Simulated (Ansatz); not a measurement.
Base system: MgS in the rock salt structure (space group Fm-3m, No. 225).

```
MgS
1.0
    0.00000     2.61486     2.61486
    2.61486     0.00000     2.61486
    2.61486     2.61486     0.00000
Mg S
1 1
Direct
  0.50000   0.50000   0.50000
  0.00000   0.00000   0.00000
```

Level of theory: Ansatz (an electronic-structure program) PBE, without spin-orbit coupling.

Base values:

| Item | Value |
|---|---|
| Band gap | 2.76 eV |

It is then changed as follows: an isotropic linear strain of −0.69 %, atoms relaxed at fixed cell.

Estimate the effect on the band gap.

The band gap rises by 0.04 eV (2.76 eV → 2.80 eV).

Gaps are read on the SCF mesh and a high-symmetry path. No phonon test of stability was made. The base started in P3_121 and relaxed to Fm-3m at this level.
